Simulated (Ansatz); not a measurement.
## Defect calculation: Cs interstitial in orthorhombic CsPbBr3

Computed with PBE, PAW (plane waves to 420 eV; Ansatz, a program for electronic structure). The supercell holds 80 host sites (2×1×2 repeats of a cell of 20 atoms), with a 1×2×1 shifted k-point sampling for the final energies. Site at the start: void with 3Br nearest, no. 1. Finite-size correction: monopole term and site-potential alignment. Dielectric constants: PBE linear response of the host. Host gap at this level: 2.13 eV. Finite-size and sampling errors can reach tenths of an eV here.  Spin–orbit coupling is left out, which matters for these heavy elements. Each state is the lowest found from its start.

In at least one state atoms left their starting sites on relaxation (a large move, or an atom on the emptied site), so the name describes the start.

The name describes the start; the neighbours show where the atoms ended.

Charges with a result: +1, 0. Others weren't obtained, and one of them could lie lower, also by skipping a charge.

| charge | moment (μB) | point group | largest move off a lattice site (Å) | neighbours of the last Cs atom of the defect at the end (Å) | image correction with alignment (eV) |
|---|---|---|---|---|---|
| +1 | not spin-polarised | Cs | 1.42 | Br 3.46, Br 3.47 | 0.18 |
| 0* | 1.0 | Cs | 1.43 | Br 3.46, Br 3.47 | – |

* At this level the carrier isn't localised at the defect: at charge 0 electrons occupy the conduction band. Such a state is shallow or no state of the defect, and this cell gives it no level.

Point groups are those of the whole cell at tolerances of 0.03 and 0.1 Å ("near" where only the looser one holds); none is given for unsettled states.

Flagged in the runs: a host whose relaxation on this sampling wasn't shown to rest, a strain field that reaches the edge of the cell.
